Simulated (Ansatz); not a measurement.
Start from ZnO in the wurtzite structure (space group P6_3mc, No. 186; a = 3.279 Å, c = 5.294 Å).

One thing is altered: a negative pressure, −1 GPa.

Method: PBE (Ansatz, an electronic-structure program; PAW; 420 eV plane waves; no SOC).

Base, band edges from the VBM (valence, conduction): K -1.65, 7.50; H -1.18, 7.80; M -0.79, 5.64; L -1.31, 5.66; A -0.37, 3.37; Γ 0.00, 0.74 eV.

### Question
Give the band edges at the high-symmetry points of the new zone, measured from its valence-band maximum.

### Answer
```
point  valence edge (eV)  conduction edge (eV)
-----  -----------------  --------------------
Γ                   0.00                  0.73
M                  -0.78                  5.60
K                  -1.63                  7.45
A                  -0.37                  3.35
L                  -1.30                  5.64
H                  -1.17                  7.76
```

The gap is 0.73 eV, direct at Γ.

Load acts through the strain it causes; cell and atoms are relaxed under it. Stability against distortions was not tested.
